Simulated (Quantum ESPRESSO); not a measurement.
**Energy from pressure between two volumes: Ca (Fm-3m, 1 atom in the cell)**

```
CELL_PARAMETERS angstrom
     -2.79837     0.00000     2.79837
      0.00000     2.79837     2.79837
     -2.79837     2.79837     0.00000
ATOMIC_POSITIONS crystal
  Ca 0.00000 0.00000 0.00000
```

Computed with PBEsol, PseudoDojo standard norm-conserving (PBESOL) pseudopotentials (plane waves; Quantum ESPRESSO 7.5).

Settings: ecutwfc = 168 Ry; occupations = smearing; smearing = gaussian; degauss = 0.0073499 Ry; potentials = {Ca: Ca.upf}; K_POINTS = automatic 7 7 7 0 0 0; conv_thr = 1e-10 Ry. This cutoff ends a ladder whose last two steps agree within 1 meV/atom.

The second cell is the first with its lattice scaled by 0.98, at the same fractional positions.

The starting cell has typed, rounded lattice constants, without a prior relaxation at this level. Its lattice was rescaled by up to half a per cent.

| cell | volume (Å³/atom) | pressure (GPa) | F less the first cell's (meV/atom) |
|---|---|---|---|
| first | 43.8274 | -1.19 | 0.00 |
| second | 41.2500 | -0.24 | ? |

Task: Estimate the energy of the second cell from the pressures, and the bulk modulus between the two volumes.

Result: With P = −dF/dV, the trapezoid gives ΔF ≈ −(P₁ + P₂)/2 · ΔV = −(-0.715 GPa) · (-2.5774 Å³) = -11.50 meV/atom (1 eV/Å³ = 160.22 GPa). The modulus at fixed fractional positions is B = −ΔP/Δln V = 16 GPa, a mean over the interval; zero pressure lies outside it, so this is not the modulus at equilibrium. P(V) is curved, so the trapezoid lies high by about |ΔV|³·B·(1 + B′)/(12·V̄²) = 0.39 meV/atom for an assumed B′ = 4, which leaves -11.89 meV/atom. The runs gave -11.81 meV/atom, a miss of 0.08 meV/atom. Cases were kept where this miss is small, so the page shows the method and is no test of it.

Left out of this page: 15 runs of the series outside the window shown, repeating another row's setting, or not comparable.
